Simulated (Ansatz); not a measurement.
Consider InAs in the zinc blende structure (space group F-43m, No. 216; a = 6.1866 Å).

(Cell as relaxed with PBE.)

Levels (all Ansatz, an electronic-structure program, PAW, earlier PAW set): PBE (420 eV, no spin-orbit coupling); PBEsol (420 eV, no spin-orbit coupling).

Each level relaxes its own structure.

| base | PBE | PBEsol |
|---|---|---|
| volume per atom | 29.60 Å³ | 28.20 Å³ |
| lattice parameter a | 618.7 pm | 608.7 pm |
| band gap | zero | zero |

Perturbation: every As is replaced by Sb; the structure is relaxed again.

```
quantity                            PBE    PBEsol
-----------------------------  --------  --------
band gap                           zero      zero
shortest interatomic distance  287.3 pm  282.3 pm
```

PBE's shortest interatomic distance lies 5.0 pm above PBEsol's (1.8 %); the two agree on the band gap. Neither level is exact; PBEsol is the comparison here, not a measurement.

Spin-orbit coupling, missing from the scalar runs, can matter with Sb. Whether these cells are dynamically stable was not tested. The final runs are not spin-polarised. The zero or small gap of InSb and InAs can change with the level of theory.
